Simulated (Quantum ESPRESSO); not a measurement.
## A series of runs on Co (P6_3/mmc, 2 atoms in the cell)

```xyz
2
Lattice="2.4720 0.0000 0.0000 -1.2360 2.1408 0.0000 0.0000 0.0000 4.0211" Properties=species:S:1:pos:R:3 pbc="T T T"
Co     0.0000     1.4272     1.0053
Co     1.2360     0.7136     3.0159
```
Moments meant for the start (each program seeds them in its own way; μB, in the order of the atoms Co Co): 3.0 3.0.

Base run A: PBE, SSSP 1.1.2 efficiency (PBE) pseudopotentials run with Quantum ESPRESSO, self-consistent single point.

Its settings: ecutwfc = 50 Ry; ecutrho = 400 Ry; occupations = smearing; smearing = cold; degauss = 0.019992 Ry; nspin = 2; potentials = {Co: Co_pbe_v1.2.uspp.F.UPF}; K_POINTS = automatic 10 10 6 0 0 0; conv_thr = 1e-10 Ry; mixing_beta = 0.3.

The starting cell comes from a database of computed structures (which also holds hypothetical and non-ambient phases and stackings), without a prior relaxation at this level. The magnetic order is the one reached from the typed start; others were not searched systematically. In the base run, with a pressure of about 5 GPa the cell is away from its equilibrium volume at this level.

Runs:
- B: pseudopotentials: {Co: Co_pbe_v1.2.uspp.F.UPF} → {Co: co_lda_v1.2.uspp.F.UPF} [LDA (PZ)]
- C: input_dft: default → pbesol [PBEsol]
- D: input_dft: default → rpbe [RPBE]
- E: input_dft: default → revpbe [revPBE]
- F: input_dft: default → blyp [BLYP]
- G: input_dft: default → wc [Wu-Cohen GGA]
- H: input_dft: default → pw91 [PW91]
- I: input_dft: default → vdw-df2 [vdW-DF2]
- J: input_dft: default → vdw-df-cx [vdW-DF-cx]
- K: input_dft: default → rvv10 [rVV10]

| run | pressure (GPa) | size of the net moment (μB/atom) |
|---|---|---|
| A | 4.78 | 1.68 |
| B | -13.82 | 1.67 |
| C | -5.93 | 1.69 |
| D | 10.70 | 1.68 |
| E | 9.05 | 1.68 |
| F | 14.34 | 1.67 |
| G | -4.66 | 1.68 |
| H | 3.18 | 1.68 |
| I | 19.64 | 1.65 |
| J | -5.24 | 1.68 |
| K | 8.59 | 1.68 |

Run I against A: The pressure goes from 4.78 to 19.64 GPa and the size of the net moment goes from 1.68 to 1.65 μB/atom.

Run E against A: The pressure goes from 4.78 to 9.05 GPa and the size of the net moment stays at 1.68 μB/atom.

Run H against A: The pressure goes from 4.78 to 3.18 GPa and the size of the net moment stays at 1.68 μB/atom.
